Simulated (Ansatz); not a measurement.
System: ScPt₃ (model structure, started from the D022 type, I4/mmm, No. 139, 4 atoms in the cell). Method: r²SCAN (plane waves, PAW; Ansatz, a program for electronic structure).

Settings: plane-wave cutoff 560 eV, 20×20×20 k mesh, Fermi–Dirac smearing 0.05 eV, scalar-relativistic PAW data made under PBE.

Cell (relaxed at this level):

```
Pt3Sc
1.0
   -1.98254     1.98254     4.07272
    1.98254    -1.98254     4.07272
    1.98254     1.98254    -4.07272
Pt Sc
3 1
Direct
  0.50000   0.50000   0.00000
  0.75000   0.25000   0.50000
  0.25000   0.75000   0.50000
  0.00000   0.00000   0.00000
```

Task: What does this level give for the bulk modulus?

Result: 
bulk modulus: 207 GPa

The run finds no gap.

Note: the bulk modulus is −V dP/dV from two relaxed cells at ±2 % in volume; the relaxation could raise the start's symmetry but not lower it, so the cell can be a saddle point.

Spin–orbit coupling is not included.

The computed numbers hold no vibrational or temperature effects.

The result took roughly 19 core-minutes.

A model structure was made by putting elements into a prototype or built by hand; it is no filed structure, need not be a known phase, and can be a saddle point held by its symmetry.
